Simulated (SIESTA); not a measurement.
Band structure of NaSbF₆ (Fm-3m, 8 atoms in the cell).

```
CELL_PARAMETERS angstrom
      0.00000     4.10773     4.10773
      4.10773     0.00000     4.10773
      4.10773     4.10773     0.00000
ATOMIC_POSITIONS crystal
  Na 0.50000 0.50000 0.50000
  Sb 0.00000 0.00000 0.00000
  F  0.77128 0.77128 0.22872
  F  0.22872 0.22872 0.77128
  F  0.22872 0.77128 0.77128
  F  0.77128 0.22872 0.22872
  F  0.77128 0.22872 0.77128
  F  0.22872 0.77128 0.22872
```

Level of theory: LDA PW92, numerical atomic orbitals TZP, PseudoDojo LDA standard norm-conserving potentials (rewritten from UPF to PSML) (SIESTA).

Settings: XC.functional = LDA; XC.authors = PW92; potentials = PseudoDojo LDA standard; PAO.BasisSize = TZP; PAO.EnergyShift = 0.01 Ry; MeshCutoff = 400 Ry; kgrid.MonkhorstPack = 5 5 5; OccupationFunction = FD; ElectronicTemperature = 0.01 eV; MaxSCFIterations = 150; SCF.Mixer.Method = Pulay; SCF.Mixer.Weight = 0.25; SCF.Mixer.History = 8; SCF.DM.Tolerance = 1.0E-04.

The starting cell comes from a database of computed structures (which also holds hypothetical and non-ambient phases and stackings), without a prior relaxation at this level. Its lattice was rescaled by a random factor within 2.5 % of one. Spin-orbit coupling is off. Values carry the incompleteness of an atom-centred basis.

Task: Predict the gap along the standard path and the places of the band edges.

Result: The gap along the path is 4.90 eV, direct at Γ to within 0.01 eV.

Levels in eV from the top of the valence band on the path, bands 30 to 34:
```csv
point,30,31,32,33,34
Γ,-0.58,0.00,0.00,0.00,4.90
X,-0.59,-0.25,-0.25,0.00,5.95
W,-0.62,-0.25,-0.12,-0.12,6.00
K,-0.60,-0.23,-0.19,-0.06,5.98
L,-0.47,-0.16,-0.16,-0.10,5.83
U,-0.60,-0.23,-0.19,-0.06,5.98
```

Higher empty bands are left out: an atom-centred basis made for the valence describes them poorly.
